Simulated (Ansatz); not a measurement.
## How far PBE and r2SCAN part for ZrO2, isotropic strain −1.38 %

The parent structure is ZrO₂ in the fluorite structure (space group Fm-3m, No. 225; a = 5.116 Å).

(Cell as relaxed with PBE.)

Levels (all Ansatz, an electronic-structure program, PAW, earlier PAW set): PBE (420 eV, without spin-orbit coupling); r2SCAN (500 eV, no spin-orbit coupling).

Each level relaxes its own structure.

```json
[
 {"base": "volume per atom", "PBE": "11.16 Å³", "r2SCAN": "10.98 Å³"},
 {"base": "lattice parameter a", "PBE": "5.116 Å", "r2SCAN": "5.089 Å"},
 {"base": "band gap", "PBE": "3.32 eV", "r2SCAN": "3.89 eV"}
]
```

It is then changed as follows: the cell is scaled by 0.9862 in all directions, atoms relaxed at fixed cell.

```json
[
 {"quantity": "band gap", "PBE": "3.44 eV", "r2SCAN": "[?]"},
 {"quantity": "energy relative to the base (free energy F)", "PBE": "+15 meV/atom", "r2SCAN": "[?]"},
 {"quantity": "shift of the gap caused by the change", "PBE": "+0.12 eV", "r2SCAN": "[?]"}
]
```

Q: Given the PBE results, estimate those of r2SCAN.

A: 
- band gap, r2SCAN: 4.01 eV
- energy relative to the base (free energy F), r2SCAN: +16 meV/atom
- shift of the gap caused by the change, r2SCAN: +0.13 eV

PBE's band gap lies 0.577 eV below r2SCAN's; PBE's energy relative to the base lies 1.0 meV/atom below r2SCAN's. Neither level is exact; r2SCAN is the comparison here, not a measurement.

Whether these cells are dynamically stable was not tested. This is not the structure that ZrO2 has at room temperature and ambient pressure.
